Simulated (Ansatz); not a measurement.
Surface: Si(111) 1x1 surface, 6 top atoms, 3 bilayers, bottom bilayer H-capped and fixed, every top atom capped by F; cell 11.5 x 6.6 Å; about 7 Å thick over the host's atoms, 18 atoms held. The numbers are results of PBE-D3(BJ) (plane waves to 420 eV, PAW; Ansatz, a first-principles code), not measurements. Sampling: 1x2x1 k points. Some slab states were started with spin and the others were run without it. Slab thickness, cell and mesh are as stated and are not converged limits. Energies are static: no zero-point or thermal part. Each state was relaxed from one prepared geometry.

One SiH3 a cell is brought to Si(111):F. Relaxed result near the molecule:

```
atom    x (Å)   y (Å)   z (Å)
------  -----  ------  ------
F(15)   1.663   3.498  11.107
F(30)   3.835  -0.202  11.146
F(31)   6.005   3.501  11.107
Si(d0)  3.835   2.329  12.495
H(d1)   2.593   1.612  12.891
H(d2)   5.077   1.613  12.891
H(d3)   3.834   3.769  12.865
```

Task: What is the adsorption energy against the free SiH3 and the slab before, and how much of it is dispersion?

Result: -0.31 eV (negative: bound); the D3 term gives -0.32 eV of it, the free SiH3 being spin-polarised. Its closest contacts to the rest of the cell: H(d2)...F(31) 2.76 Å, H(d1)...F(15) 2.76 Å, H(d3)...F(31) 2.81 Å.
